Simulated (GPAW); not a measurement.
**Worked example: self-consistent single point of MnBr₂ (R-3m, 3 atoms in the cell) in GPAW**

Method: LDA (Perdew-Wang 92), GPAW PAW datasets LDA (gpaw-data 1.0.1) (plane waves; GPAW).

Input as run:

```python
from ase import Atoms
from ase.units import GPa
from gpaw import GPAW

atoms = Atoms(['Mn', 'Br', 'Br'],
              cell=[[1.937250, 1.118472, 6.603203],
                    [-1.937250, 1.118472, 6.603203],
                    [0.000000, -2.236944, 6.603203]],
              scaled_positions=[[0.000000, 0.000000, 0.000000],
                                [0.742607, 0.742607, 0.742607],
                                [0.257393, 0.257393, 0.257393]],
              pbc=True)

atoms.set_initial_magnetic_moments([4.0, 0.0, 0.0])

calc = GPAW(spinpol=True,
            mode={'name': 'pw', 'ecut': 800},
            xc='LDA',
            kpts=(5, 5, 5),
            occupations={'name': 'fermi-dirac', 'width': 0.02},
            nbands=-8,
            convergence={'forces': 0.001, 'bands': -6},
            symmetry={'symmorphic': False, 'tolerance': 0.0005},
            maxiter=120,
            txt='-')

atoms.calc = calc

energy = atoms.get_potential_energy()
print('Energy (eV):', round(energy, 6))
forces = atoms.get_forces()
print('Forces (eV/Ang):')
print(forces.round(5))
stress = atoms.get_stress()
print('Stress (GPa, Voigt):', (stress / GPa).round(4))
```

Log, with long lists cut:

```
Input parameters:
  convergence: {bands: -6,
                forces: 0.001}
  kpts: [5 5 5]
  maxiter: 120
  mode: {ecut: 800,
         name: pw}
  nbands: -8
  occupations: {name: fermi-dirac,
                width: 0.02}
  spinpol: True
  symmetry: {symmorphic: False,
             tolerance: 0.0005}

species:
  Mn:
    name: Manganese
    Z: 25.0
    valence: 15
    core: 10
    charge: 0.0
    file: Mn.LDA.gz

    # Using partial waves for Mn as LCAO basis

  Br:
    name: Bromine
    Z: 35.0
    valence: 7
    core: 28
    charge: 0.0
    file: Br.LDA.gz

    # Using partial waves for Br as LCAO basis

Reference energy: -173080.560751  # eV

Spin-polarized calculation.
Initial magnetic moment: 4.000000

Convergence criteria:
 Maximum [total energy] change in last 3 cyles: 0.0005 eV / valence electron
 Maximum integral of absolute [dens]ity change: 0.0001 electrons / valence electron
 Maximum integral of absolute [eigenst]ate change: 4e-08 eV^2 / valence electron
 Maximum change in the atomic [forces] across last 2 cycles: 0.001 eV/Ang OR
Maximum error relative to the maximum force is below inf
 Maximum number of scf [iter]ations: 120

Symmetries present (total): 12
Symmetries with fractional translations: 0
125 k-points: 5 x 5 x 5 Monkhorst-Pack grid
19 k-points in the irreducible part of the Brillouin zone
       k-points in crystal coordinates                weights
   0:     0.00000000    0.00000000    0.00000000          1/125
   1:     0.20000000    0.00000000   -0.20000000          6/125
   2:     0.20000000    0.00000000    0.00000000          6/125
   [... 7 lines left out ...]
          ...
  18:     0.40000000    0.40000000    0.40000000          2/125

Wave functions: Plane wave expansion
  Cutoff energy: 800.000 eV
  Number of coefficients (min, max): 4375, 4433
  Pulay-stress correction: 0.000000 eV/Ang^3 (de/decut=0.000000)

Occupation numbers: Fermi-Dirac:
  width: 0.0200  # eV

Eigensolver

Densities:
  Coarse grid: 48*48*48 grid
  Fine grid: 96*96*96 grid
  Total Charge: 0.000000

Density mixing:
  Method: difference
  Backend: pulay
  Linear mixing parameter: 0.05
  old densities: 5
  Damping of long wavelength oscillations: 50

Hamiltonian:
  XC and Coulomb potentials evaluated on a 96*96*96 grid
  External potential:
    NoExternalPotential

Number of atoms: 3
Number of atomic orbitals: 21
Number of bands in calculation: 24
Number of valence electrons: 29
Bands to converge: 18

Density initialized from atomic densities
  21 bands from LCAO basis set
  3 bands from random numbers

Atomic positions and initial magnetic moments

Positions:
   0 Mn     0.000000    0.000000    0.000000    ( 0.0000,  0.0000,  4.0000)
   1 Br     0.000000   -0.000000   14.710754    ( 0.0000,  0.0000,  0.0000)
   2 Br    -0.000000   -0.000000    5.098855    ( 0.0000,  0.0000,  0.0000)

Unit cell:
           periodic     x           y           z      points  spacing
  1. axis:    yes    1.937250    1.118472    6.603203    48     0.0689
  2. axis:    yes   -1.937250    1.118472    6.603203    48     0.0689
  3. axis:    yes    0.000000   -2.236944    6.603203    48     0.0689

  Lengths:   6.971815   6.971815   6.971815
  Angles:   32.266104  32.266104  32.266100

Effective grid spacing dv^(1/3) = 0.0919

     iter     time        total  log10-change:         magmom
                         energy   eigst   dens  force
iter:   1 --:--:--   -16.477018   +0.33                  +4.0018
iter:   2 --:--:--   -16.593145   -0.77  -1.48           +4.7005
iter:   3 --:--:--   -16.553052   -1.60  -1.49           +4.9758
iter:   4 --:--:--   -16.624996   -1.25  -1.55           +4.9810
iter:   5 --:--:--   -16.595777   -2.78  -2.07           +4.9924
iter:   6 --:--:--   -16.506198   -1.74  -2.12           +4.9514
iter:   7 --:--:--   -16.510126   -2.79  -2.16           +4.9919
iter:   8 --:--:--   -16.511244c  -3.86  -2.71           +5.0021
iter:   9 --:--:--   -16.513548c  -3.17  -2.87           +5.0007
iter:  10 --:--:--   -16.510900c  -3.31  -2.78           +5.0006
iter:  11 --:--:--   -16.510901c  -4.97  -3.56           +5.0002
iter:  12 --:--:--   -16.510903c  -6.30  -3.58           +5.0005
iter:  13 --:--:--   -16.510900c  -6.28  -3.60           +4.9999
iter:  14 --:--:--   -16.510902c  -5.77  -4.02c          +4.9999
iter:  15 --:--:--   -16.510901c  -7.60c -4.14c          +5.0000
iter:  16 --:--:--   -16.510901c  -6.52  -4.30c          +5.0000
iter:  17 --:--:--   -16.510901c  -8.24c -4.60c -2.30    +5.0000
iter:  18 --:--:--   -16.510901c  -7.78c -4.74c -2.82    +5.0000
iter:  19 --:--:--   -16.510901c  -7.76c -5.00c -3.59c   +5.0000

Converged after 19 iterations.

Dipole moment: (-0.000000, 0.000000, -0.000000) |e|*Ang

Total magnetic moment: (0.000000, 0.000000, 4.999998)
Local magnetic moments:
   0 Mn ( 0.000000,  0.000000,  4.284302)
   1 Br ( 0.000000,  0.000000,  0.102079)
   2 Br ( 0.000000,  0.000000,  0.102079)

Energy contributions relative to reference atoms: (reference = -173080.560751)

Kinetic:        +17.134325
Potential:      -15.125250
External:        +0.000000
XC:             -18.618623
Entropy (-ST):   -0.000000
Local:           +0.098648
SIC:             +0.000000
--------------------------
Free energy:    -16.510901
Extrapolated:   -16.510901

Spin contamination: 0.000026 electrons
Showing only first 2 kpts
                      Up                     Down
 Kpt  Band  Eigenvalues  Occupancy  Eigenvalues  Occupancy
  0    12      0.36640    1.00000      3.45700    0.00000
  0    13      0.36640    1.00000      3.45709    0.00000
  0    14      0.39622    1.00000      3.63143    0.00000
  0    15      1.94738    1.00000      4.63602    0.00000

  1    12     -0.06424    1.00000      3.59648    0.00000
  1    13      0.17419    1.00000      3.72323    0.00000
  1    14      0.45441    1.00000      3.95697    0.00000
  1    15      1.34510    1.00000      4.33397    0.00000

Fermi level: 2.71096

Gap: 1.167 eV
Transition (v -> c):
  (s=0, k=18, n=16, [0.40, 0.40, 0.40]) -> (s=1, k=15, n=12, [0.40, 0.40, -0.20])
Direct/indirect transitions are different
Direct gap: 1.275 eV
Transition at: (s=0->1, k=15, n=16, [0.40, 0.40, -0.20])
Energy (eV): -16.510901

Forces in eV/Ang:
  0 Mn    0.00000   -0.00000    0.00000
  1 Br    0.00000   -0.00000   -0.35945
  2 Br    0.00000    0.00000    0.35945

Stress tensor:
     0.022047     0.000000     0.000000
     0.000000     0.022047     0.000000
     0.000000     0.000000     0.018063
Stress (GPa, Voigt): [3.5322 3.5322 2.894  0.     0.     0.    ]
```

The run converged in 19 iterations. GPAW prints stress with tension positive.

The starting cell comes from a database of computed structures (which also holds hypothetical and non-ambient phases and stackings), without a prior relaxation at this level. With one magnetic atom in the cell only a parallel order is possible. With a pressure of about -3 GPa the cell is away from its equilibrium volume at this level.

Cost on one core of a shared machine: roughly 4 min.
